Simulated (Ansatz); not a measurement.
GeS (model structure, started from the litharge type, P4/nmm, No. 129, 4 atoms in the cell), treated with PBEsol in Ansatz (PAW).

Run with plane-wave cutoff 520 eV, 14×14×10 k mesh (along the axes of the cell as run), Fermi–Dirac smearing 0.05 eV, scalar-relativistic PAW data made under PBE.

Cell (relaxed at this level):

Space group P4/nmm, origin choice 1 (No. 129); a = b = 4.5641 Å, c = 3.9567 Å, α = β = γ = 90.00°

```csv
atom,site,symmetry,x,y,z
Ge,2c,4mm,0.5000,0.0000,0.2710
S,2a,-4m2,0.0000,0.0000,0.0000
```

**Question.** What does this level give for the band gap, smallest direct gap on the k points sampled and Γ–Γ gap?

**Answer.** 
- band gap: 0.17 eV (indirect)
- smallest direct gap on the k points sampled: 0.41 eV
- Γ–Γ gap: 2.09 eV

Note: the relaxation could raise the start's symmetry but not lower it, so the cell can be a saddle point.

Spin–orbit coupling is not included.

Computed values are for the static lattice.

Computing time: very roughly 40 core-seconds.

A model structure was made by putting elements into a prototype or built by hand; it is no filed structure, need not be a known phase, and can be a saddle point held by its symmetry.

Ansatz is a quantum-chemistry and plane-wave program.
